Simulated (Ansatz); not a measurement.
Data:

```yaml
crystal:
  lattice:
    - [5.37105, 0.00000, 0.00000]
    - [0.00000, 5.37105, 0.00000]
    - [2.68553, -2.68553, 2.50260]
  atoms:
    - { symbol: K, position: [0.00000, 0.00000, 0.00000] }
```

No spin polarisation.

The values are results of PBEsol in Ansatz (plane waves to 420 eV, PAW, scalar-relativistic without spin-orbit coupling), not measurements. Γ-centred 18×18×18 mesh, Fermi–Dirac width 0.1 eV.

Predict the in-plane stress and band gap.

The mean in-plane stress (compression positive) is -0.1 GPa and the band gap is zero.

The cells carry an imposed strain or load. Whether these cells are dynamically stable was not tested. The cell was made from K in the bcc (W type) structure (space group Im-3m, No. 229) by this change: biaxial strain +3.00 %, plane normal [001], relaxed out of plane.

Ansatz is a first-principles code.
